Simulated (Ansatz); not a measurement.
Take SrTiO3 in the cubic perovskite structure (space group Pm-3m, No. 221) as the base.

```
CELL_PARAMETERS angstrom
      3.90701     0.00000     0.00000
      0.00000     3.90701     0.00000
      0.00000     0.00000     3.90701
ATOMIC_POSITIONS crystal
  Sr 0.00000 0.00000 0.00000
  Ti 0.50000 0.50000 0.50000
  O  0.00000 0.50000 0.50000
  O  0.50000 0.50000 0.00000
  O  0.50000 0.00000 0.50000
```

Cartesian axes are those of the cell as printed.

All numbers come from r2SCAN (Ansatz, an electronic-structure program), scalar-relativistic without spin-orbit coupling.

Strains are applied to the cell and any free atomic positions relax; under biaxial strain the out-of-plane vector relaxes too.

One change was made to it. Results:

The smallest direct gap hardly moves (2.63 eV against 2.64 eV); the energy increases by 2.2 meV/atom.

Question: Which of these changes matches the shifts?
(A) uniaxial strain ε_xx = −5.97 %
(B) biaxial strain −0.85 %, plane normal [001], relaxed out of plane
(C) strain tensor (xx, yy, zz, yz, xz, xy) = (+1.05, −1.37, +0.44, +1.91, +0.23, −0.49) %
(D) tensor shear ε_yz = +0.29 %
(E) isotropic strain +3.86 %

Answer: B, biaxial strain −0.85 %, plane normal [001], relaxed out of plane. For comparison, the energy relative to the base in the other runs: tensor shear ε_yz = +0.29 % gives +0.2 meV/atom; isotropic strain +3.86 % gives +83 meV/atom; uniaxial strain ε_xx = −5.97 % gives +58 meV/atom; strain tensor (xx, yy, zz, yz, xz, xy) = (+1.05, −1.37, +0.44, +1.91, +0.23, −0.49) % gives +10 meV/atom.

Whether these cells are dynamically stable was not tested. All final runs are without spin polarisation. Many cubic perovskites are stable only at high temperature; tilts and polar distortions were not tested.
